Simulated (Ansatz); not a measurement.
Evanescent states of SnO$_{2}$ (P4_2/mnm, rutile, 6 atoms a cell, 12.1 Å³ an atom) along the normal of (001)

Calculation: r2SCAN (plane waves, PAW; Ansatz, a program for electronic structure).

The gap is the functional's own, uncorrected, and κ follows it; spin-orbit coupling is left out. Mid-gap means the computed energy nearest the middle.

Energies count from the valence-band top; κ is the least over a 6×6 mesh across the current.

```json
[
 {"E (eV)": "0.05", "κ (1/Å)": "0.151", "where": "Γ"},
 {"E (eV)": "0.15", "κ (1/Å)": "0.213", "where": "Γ"},
 {"E (eV)": "0.25", "κ (1/Å)": "0.211", "where": "Γ"},
 {"E (eV)": "0.35", "κ (1/Å)": "0.208", "where": "Γ"},
 {"E (eV)": "0.45", "κ (1/Å)": "?", "where": "Γ"},
 {"E (eV)": "0.55", "κ (1/Å)": "?", "where": "Γ"},
 {"E (eV)": "0.65", "κ (1/Å)": "?", "where": "Γ"},
 {"E (eV)": "0.75", "κ (1/Å)": "?", "where": "Γ"},
 {"E (eV)": "0.85", "κ (1/Å)": "?", "where": "Γ"},
 {"E (eV)": "0.95", "κ (1/Å)": "?", "where": "Γ"},
 {"E (eV)": "1.05", "κ (1/Å)": "?", "where": "Γ"},
 {"E (eV)": "1.15", "κ (1/Å)": "?", "where": "Γ"},
 {"E (eV)": "1.25", "κ (1/Å)": "?", "where": "Γ"},
 {"E (eV)": "1.35", "κ (1/Å)": "0.128", "where": "Γ"},
 {"E (eV)": "1.45", "κ (1/Å)": "0.111", "where": "Γ"},
 {"E (eV)": "1.55", "κ (1/Å)": "0.089", "where": "Γ"},
 {"E (eV)": "1.65", "κ (1/Å)": "0.057", "where": "Γ"}
]
```

Task: Some entries are withheld; supply them.

Result: 
- 0.45, κ (1/Å): 0.204
- 0.55, κ (1/Å): 0.200
- 0.65, κ (1/Å): 0.195
- 0.75, κ (1/Å): 0.189
- 0.85, κ (1/Å): 0.182
- 0.95, κ (1/Å): 0.174
- 1.05, κ (1/Å): 0.165
- 1.15, κ (1/Å): 0.155
- 1.25, κ (1/Å): 0.143
